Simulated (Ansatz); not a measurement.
We consider rock-salt LaTe, described by PBE0 (plane waves, PAW; Ansatz, a program for electronic structure).

Numerical settings: plane-wave cutoff 460 eV, 8×8×8 k mesh, Fermi–Dirac smearing 0.05 eV, scalar-relativistic PAW data made under PBE.

A third-order Birch–Murnaghan fit to the energies gives V0 = 33.634 Å³/atom, B0 = 60.6 GPa, B′ = 4.4.

```json
[
 {"V (Å³/atom)": "31.938", "P (GPa)": "…"},
 {"V (Å³/atom)": "32.809", "P (GPa)": "1.59"},
 {"V (Å³/atom)": "33.619", "P (GPa)": "0.03"},
 {"V (Å³/atom)": "34.459", "P (GPa)": "-1.39"},
 {"V (Å³/atom)": "35.300", "P (GPa)": "…"}
]
```

Q: Estimate the withheld pressures from this fit; the answers are the runs' own values.

A: 
- 31.938, P (GPa): 3.51
- 35.300, P (GPa): -2.63

The formula P = (3/2) B0 (x^(7/3) − x^(5/3)) [1 + (3/4)(B′ − 4)(x^(2/3) − 1)] with x = V0/V meets the computed pressures within 0.01 GPa when these rounded values are put in.

Spin–orbit coupling is not included; it can open a gap where bands touch, and shift volumes and moduli.

The computed numbers hold no vibrational or temperature effects.
